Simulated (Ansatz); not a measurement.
## AlN: band gap against strain

AlN (zinc blende, F-43m, 10.430 Å³/atom at rest, cube axes along x, y and z) under a strain ε along a cube axis (axis z), the other axes held. r2SCAN in Ansatz, a plane-wave DFT program (PAW, default set), 500 eV, 13×13×13 Γ-centred mesh, Fermi-Dirac smearing 0.05 eV; ions are relaxed within the symmetry of each cell. Gaps are the smallest over the k-mesh and a band path, without spin-orbit coupling; in all rows the valence edge lies at about 0.0 Å⁻¹ from Γ and the conduction edge at about 1.5 Å⁻¹ from Γ.

Here s stands for strain and Eg for gap.

```
strain (%)  gap (eV)
----------  --------
-3.00              ?
-1.50           3.87
-1.00           3.89
-0.50           3.92
0.00            3.94
```

Fit Eg of the 4 rows that show it with a straight line. Means: s -0.75000, Eg 3.905. About the means, the sum of products is 0.060000 and the sum of squares of s is 1.2500; the slope is their ratio. Least squares gives Eg = 3.941 + 0.0480·s. Residuals (row less fit): 0.001, -0.003, 0.003, -0.001; standard error 0.003 (degrees of freedom: 2). Over these rows the gap moves by 4.8 ± 0.3 eV per unit strain.

**Question.** What does the fit predict for Eg at s = -3.00, and how far is the calculated value from it?

**Answer.** Eg = 3.941 + 0.0480 × (-3.0) = 3.797 eV. The calculation gives 3.79 eV, 0.007 eV below the prediction (4.7 % of the range of Eg in the table). The row lies outside the fitted rows, so this is an extrapolation. The fitted rows scatter only by rounding.

AlN is here a metastable form; wurtzite is the usual one. Rows are the converged runs of the series near zero and its far end; series whose fitted rows scatter by over a few per cent of the range, as at a crossing or softening among them, aren't shown in this form. Most that stay on the fit to the last digits aren't either.
